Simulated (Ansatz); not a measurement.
## Ca under a change: pressure −2 GPa

Base system: Ca in the fcc (Cu type) structure (space group Fm-3m, No. 225; a = 5.5265 Å).

Modification: a negative pressure, −2 GPa.

Method: plane-wave PAW DFT at the PBE level (Ansatz, a quantum-chemistry and plane-wave program, 420 eV), without spin-orbit coupling. Γ-centred 15×15×15 mesh, Fermi–Dirac width 0.05 eV.

| quantity | base | changed | shift |
|---|---|---|---|
| volume per atom | 42.20 Å³ | 48.89 Å³ | +6.69 Å³ |
| density | 1.58 g/cm³ | 1.36 g/cm³ | -0.22 g/cm³ |
| lattice parameter a | 5.527 Å | 5.804 Å | +0.2780 Å |
| shortest interatomic distance | 3.908 Å | 4.104 Å | +0.1966 Å |
| band gap | zero | zero | – |

Load acts through the strain it causes; cell and atoms are relaxed under it. Whether these cells are dynamically stable was not tested.
